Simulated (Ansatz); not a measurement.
Input and output of a self-consistent single point for Ti3Al (P6_3/mmc, 8 atoms in the cell) (Ansatz, a quantum-chemistry and plane-wave program).

Method: LDA (PW92), default PAW files made with PBE (plane waves; Ansatz).

```
CELL_PARAMETERS angstrom
      5.97029     0.00000     0.00000
     -2.98515     5.17042     0.00000
      0.00000     0.00000     4.78864
ATOMIC_POSITIONS crystal
  Ti 0.83920 0.67840 0.25000
  Ti 0.16080 0.83920 0.75000
  Ti 0.32160 0.16080 0.25000
  Ti 0.16080 0.32160 0.75000
  Ti 0.83920 0.16080 0.25000
  Ti 0.67840 0.83920 0.75000
  Al 0.33333 0.66667 0.25000
  Al 0.66667 0.33333 0.75000
```

Reference input (self-consistent single point, DFT, LDA (PW92), plane waves, default PAW files made with PBE): basis.ecutwfc = 420 eV; kpoints.mp_grid.grid = 5 5 5; hamiltonian.xc = lda; hamiltonian.pseudopotentials = {kind: paw} (the program's default PAW files); scf.occupations.method = methfessel_paxton; scf.occupations.width = 0.136 eV. This run's input differs from it in these lines:

Ansatz 0.2 input:
```diff
@@ -16,3 +16,3 @@
 basis:
-  ecutwfc: 420.0 eV
+  ecutwfc: 380.0 eV
 kpoints:
```

Output, abridged:

```
SCF iter   1: F=—  HF=-15728.460474 eV  |F-HF|=—  |Δ(HF+E_count)|=         —  Δρ=6.27e-3  dr2=4.78e-2  ethr=1.77e-3  ⟨swp⟩=6.5  Hψ=2836  notcnv=0
all-band conjugate gradients solve this SCF's bands
preconditioner: auto → Kerker (q_TF=auto, 2.453 Å⁻¹)
SCF iter   2: F=—  HF=-15728.452111 eV  |F-HF|=—  |Δ(HF+E_count)|=   8.36e-3  S|Δr|=    0.00e0  Δρ=3.57e-3  dr2=1.96e-2  ethr=6.13e-5  ⟨swp⟩=1.7  Hψ=853  notcnv=0
   [... lines left out ...]
SCF iter   5: F=—  HF=-15728.447240 eV  |F-HF|=—  |Δ(HF+E_count)|=   2.17e-5  S|Δr|=    0.00e0  Δρ=7.68e-5  dr2=1.00e-5  ethr=6.38e-8  ⟨swp⟩=3.0  Hψ=1475  notcnv=0
SCF iter   6: F=—  HF=-15728.447238 eV  |F-HF|=—  |Δ(HF+E_count)|=   1.93e-6  S|Δr|=    0.00e0  Δρ=1.43e-5  dr2=3.50e-7  ethr=1.28e-8  ⟨swp⟩=2.0  Hψ=926  notcnv=0
SCF iter   7: F=-15728.447238 eV  HF=-15728.447238 eV  |F-HF|=7.55e-9  |Δ(HF+E_count)|=   9.36e-8  S|Δr|=    0.00e0  Δρ=2.64e-6  dr2=1.09e-8  ethr=1.28e-10  ⟨swp⟩=8.0  Hψ=2588  notcnv=0
SCF 1 converged in 7 iterations: F = -15728.447238 eV  dr2 = 1.09e-8
Stability not checked (fill_not_monotonic)
Free energy (F): -15728.447238 eV
Internal energy: -15728.460443 eV  (E = F + TS)
E sigma→0 (E₀):  -15728.450539 eV
Entropy (-TS):   0.013205 eV (1.651 meV/atom)
Fermi energy:    10.443765 eV
--- Forces (eV/Å), atoms counted from 1 ---
  atom   1  Ti    -0.00000003    -0.51869502     0.00000000
  atom   2  Ti     0.44920305    -0.25934753     0.00000000
  atom   3  Ti     0.44920308     0.25934749     0.00000000
  atom   4  Ti     0.00000003     0.51869502     0.00000000
   [... lines left out ...]
  atom   8  Al     0.00000000    -0.00000000     0.00000000
--- Stress (GPa, compression-positive) ---
      -15.216113       0.000000       0.000000
        0.000000     -15.216113       0.000000
        0.000000       0.000000     -15.040949
  P = ⅓ Tr σ = -15.1577 GPa (-151.577 kbar)
  The stress holds the Pulay correction. Without it, at fixed plane waves, as pw.x and ABINIT print it: P = -15.4870 GPa
```

The run converged in 7 iterations. Against the reference run the free energy rises by 2.4 meV/atom, the pressure hardly changes (-15.17 to -15.16 GPa) and the largest force moves little (0.518 to 0.519 eV/Å).

The starting cell was generated: these elements placed on a structure prototype, without a prior relaxation; it need not be a known phase or ordering of this composition. Its lattice was rescaled by a random factor within 2.5 % of one. Spin polarisation is off. Ansatz's pressure includes its estimate of the finite-basis (Pulay) stress. The cutoff lies below the one recommended for these files.
